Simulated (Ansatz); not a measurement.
# GaS, pressure series

Base system: GaS in the beta-GaS type structure (space group P6_3/mmc, No. 194; a = 3.5908 Å, c = 15.4499 Å; layered, stacked along the Cartesian z axis).

Cell and atoms are relaxed at each pressure.

All numbers come from plane-wave PAW DFT at the PBE-D3(BJ) level (Ansatz, an electronic-structure program, 420 eV), without spin-orbit coupling, earlier PAW set.

Notes on the quantities. enthalpy: H = E + PV relative to the base's energy.

| variant | enthalpy | band gap | c/a ratio | shortest interatomic distance |
|---|---|---|---|---|
| base | – | 1.56 eV | 4.303 | 2.341 Å |
| pressure −1 GPa | -0.14 eV/atom | 1.72 eV | 4.429 | 2.351 Å |
| pressure 3 GPa | +0.39 eV/atom | 1.28 eV | 4.191 | 2.318 Å |
| pressure 7 GPa | +0.87 eV/atom | 0.97 eV | 4.150 | 2.293 Å |
| pressure 15 GPa | +1.77 eV/atom | 0.48 eV | 4.145 | 2.255 Å |
| pressure 30 GPa | +3.31 eV/atom | zero | 4.199 | 2.205 Å |
| pressure 50 GPa | +5.13 eV/atom | zero | 4.301 | 2.163 Å |
| pressure 75 GPa | +7.18 eV/atom | zero | 4.557 | 2.142 Å |
| pressure 100 GPa | +8.84 eV/atom | zero | 6.350 | 2.247 Å |

A case with no gap was solved on a k-mesh chosen for an insulator, which is coarse for it. From pressure 100 GPa on, the axis ratios lie over 15 % from the base's, so the cell there is far from its starting form. Load acts through the strain it causes; cell and atoms are relaxed under it. No phonon test of stability was made. No other phases were tried under pressure. The final runs are not spin-polarised. A zero or small gap of GaS under pressure 30 GPa can be the functional's error rather than a property of the material.
